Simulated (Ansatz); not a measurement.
## Gold tubes

Computed with PBE (plane waves to 420 eV, PAW; Ansatz, a quantum-chemistry and plane-wave program). Each body is periodic along its axis alone, with about 11 Å of vacuum beside it. Hypothetical models, rolled from the flat sheet. Each keeps the symmetry and period of its start, and lower forms weren't sought. No spin–orbit coupling.

```
body   diameter (Å)  x = 1/diameter²  energy over the flat sheet (meV/atom)
-----  ------------  ---------------  -------------------------------------
(5,0)          4.90           0.0416                                    249
(6,0)          5.56           0.0323                               withheld
(4,4)          6.31           0.0251                                    147
(7,0)          6.40           0.0244                                    165
(8,0)          7.28           0.0189                                     96
(5,5)          7.74           0.0167                                     98
```

Problem. Fit a straight line in x to the 5 rows given and predict the withheld one.

Solution. Bending a plate to a radius R costs an energy that goes as 1/R². Least squares through the means (x̄ = 0.0253, ȳ = 151.0) gives y = -8 + 6270 x, which misses the given rows by 20 meV/atom at most. At x = 0.0323 it predicts 195 meV/atom. The calculation gives 162 meV/atom, so the line is off by +33 meV/atom.
